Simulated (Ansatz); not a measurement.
**A computed series for InSb: pressure series**

Start from InSb in the zinc blende structure (space group F-43m, No. 216).

```
InSb
1.0
    0.00000     3.27863     3.27863
    3.27863     0.00000     3.27863
    3.27863     3.27863     0.00000
Sb In
1 1
Direct
  0.75000   0.75000   0.75000
  0.00000   0.00000   0.00000
```

Cell and atoms are relaxed at each pressure.

The values are results of r2SCAN (Ansatz, a first-principles code, PAW, scalar-relativistic without spin-orbit coupling), earlier PAW set, not measurements.

Base values:

| Quantity | Result |
|---|---|
| Band gap | zero |

Question: The aim is a band gap between 0.24 eV and 0.30 eV. Which of these changes reaches it?
A) pressure 15 GPa
B) pressure 7 GPa
C) pressure 75 GPa

Answer: C, pressure 75 GPa. It gives 0.27 eV; pressure 7 GPa gives 0.77 eV; pressure 15 GPa gives 1.16 eV. Changes not listed may reach it too

Spin-orbit coupling, missing from the scalar runs, can matter with Sb. Load acts through the strain it causes; cell and atoms are relaxed under it. Stability against distortions was not tested. Tetrahedral semiconductors of this kind turn to denser phases somewhere between about 1 and 50 GPa; those were not computed, so compressed cells here can lie past the real transition. All final runs are without spin polarisation. Gaps under 0.05 eV, about the width of the smearing, are given as zero. The zero or small gap of InSb can change with the level of theory.
